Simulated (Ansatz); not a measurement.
The parent structure is GaSb in the zinc blende structure (space group F-43m, No. 216; a = 6.0488 Å).

All numbers come from LDA/PAW in Ansatz (a program for electronic structure), scalar-relativistic without spin-orbit coupling.

For the base:

```
Quantity     Value
--------  --------
Pressure  0.0 kbar
```

The change: an isotropic linear strain of −3.00 %, atoms relaxed at fixed cell.

Predict the new pressure.

The pressure goes from zero to 63.2 kbar.

What happens to the energy relative to the base?

The energy goes up by 44 meV/atom.

Stability against distortions was not tested.
